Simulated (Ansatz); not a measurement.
Consider the following.

```
CELL_PARAMETERS angstrom
      4.16177     0.00000     0.00000
      0.00000     4.16177     0.00000
      0.00000     0.00000     4.16177
ATOMIC_POSITIONS crystal
  Cu 0.75000 0.75000 0.75000
  Cu 0.75000 0.25000 0.25000
  Cu 0.25000 0.25000 0.75000
  Cu 0.25000 0.75000 0.25000
  O  0.50000 0.50000 0.50000
  O  0.00000 0.00000 0.00000
```

The cell is strained (all lengths scaled by 0.98); by r2SCAN it stands under a pressure of 8.8 GPa.

Transport runs along the normal of the first two printed cell vectors, the (001) plane of the conventional cell.

No gap correction and no spin-orbit coupling; mid-gap is the computed energy nearest the middle.

### Question
Give the band gap and the smallest decay constant κ at mid-gap that r2SCAN (Ansatz, an electronic-structure program) yields.

### Answer
Gap 0.94 eV on a 8×8×8 mesh; κ = 0.092 1/Å, at the zone centre.
